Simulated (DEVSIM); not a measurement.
Device: abrupt GaSb n-p junction, at 300 K.

```
layer (left to right)  material  thickness (μm)  Nd (cm⁻³)  Na (cm⁻³)  τn (s)   τp (s)
---------------------  --------  --------------  ---------  ---------  ------  -------
1                          GaSb           0.150       3e15          -  5.3e-9  1.6e-10
2                          GaSb            1.30          -     2.3e15  5.3e-9   5.3e-9
```

Left contact: ohmic. Right contact: ohmic. Voltage is applied to the left contact. Recombination: SRH at mid-gap. Mobility is μmin + (μ − μmin)/(1 + (N/Nref)^α).

Constants are typed, rounded textbook-type inputs, not results; the design itself was drawn at random and stands for no fabricated device. Values at 300 K.

```csv
parameter,GaSb
gap (eV),0.726
affinity (eV),4.06
permittivity,15.7
Nc (cm⁻³),2.1e17
Nv (cm⁻³),1.8e19
μn (cm²/Vs),5000
μp (cm²/Vs),850
"μn,min",1000
"μp,min",190
"Nref,n",2.8e17
"Nref,p",9e17
αn,1.05
αp,0.65
```

DEVSIM, 1D drift-diffusion, Boltzmann statistics, complete ionisation; no tunnelling, impact ionisation, image-force lowering or self-heating.

### Question
Tabulate band edges, carrier densities and field at zero bias.

### Answer
Energies count from the Fermi level of the right contact; mesh points crowd at the junctions.

```tsv
x (μm)	Ec (eV)	Ev (eV)	n (cm⁻³)	p (cm⁻³)	field (V/cm)
0.000	0.110	-0.616	3.0e15	8.0e8	7000
0.01266	0.119	-0.607	2.1e15	1.1e9	7100
0.02978	0.131	-0.595	1.3e15	1.8e9	7300
0.05291	0.149	-0.577	6.7e14	3.6e9	7900
0.08921	0.179	-0.547	2.1e14	1.2e10	9000
0.1144	0.203	-0.523	8.2e13	2.9e10	9800
0.1330	0.222	-0.504	4.0e13	6.1e10	10000
0.1500	0.240	-0.486	2.0e13	1.2e11	11000
0.1635	0.254	-0.472	1.1e13	2.2e11	11000
0.1843	0.276	-0.450	4.8e12	5.0e11	10000
0.2163	0.307	-0.419	1.5e12	1.6e12	9300
0.2832	0.363	-0.363	1.7e11	1.4e13	7500
0.3687	0.417	-0.309	2.0e10	1.2e14	5300
0.5003	0.467	-0.259	3.0e9	7.9e14	2400
0.8000	0.493	-0.233	1.1e9	2.2e15	160
1.037	0.494	-0.232	1.1e9	2.3e15	15
1.190	0.494	-0.232	1.0e9	2.3e15	≈ 0
1.290	0.494	-0.232	1.0e9	2.3e15	≈ 0
1.368	0.494	-0.232	1.0e9	2.3e15	≈ 0
1.406	0.494	-0.232	1.0e9	2.3e15	≈ 0
1.430	0.494	-0.232	1.0e9	2.3e15	≈ 0
1.450	0.494	-0.232	1.0e9	2.3e15	≈ 0
```
